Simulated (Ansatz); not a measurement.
**BN, response to strain**

Start from BN in the zinc blende structure (space group F-43m, No. 216; a = 3.6097 Å). Axes: x, y, z lie along the cube axes.

Strains are applied to the cell and any free atomic positions relax; under biaxial strain the out-of-plane vector relaxes too.

The values are results of Ansatz (a quantum-chemistry and plane-wave program) r2SCAN, spin-orbit coupling left out, not measurements.

```json
[
 {"biaxial strain, plane normal [001], relaxed out of plane (%)": "0", "band gap (eV)": "5.00"},
 {"biaxial strain, plane normal [001], relaxed out of plane (%)": "0.5", "band gap (eV)": "4.86"},
 {"biaxial strain, plane normal [001], relaxed out of plane (%)": "1", "band gap (eV)": "4.73"},
 {"biaxial strain, plane normal [001], relaxed out of plane (%)": "1.5", "band gap (eV)": "4.59"},
 {"biaxial strain, plane normal [001], relaxed out of plane (%)": "2", "band gap (eV)": "4.46"},
 {"biaxial strain, plane normal [001], relaxed out of plane (%)": "2.5", "band gap (eV)": "?"},
 {"biaxial strain, plane normal [001], relaxed out of plane (%)": "3", "band gap (eV)": "4.22"}
]
```

**Question.** Fit E_g = E₀ + Dε (ε in %) to the rows shown and predict the withheld row.

**Answer.** Least squares on the printed values gives E₀ = 4.99 eV, D = -261 meV per % of strain (largest residual 0.01 eV); this predicts 4.34 eV, and the run gives 4.34 eV, in agreement.

Gaps are read on the SCF mesh and a high-symmetry path. No phonon test of stability was made.
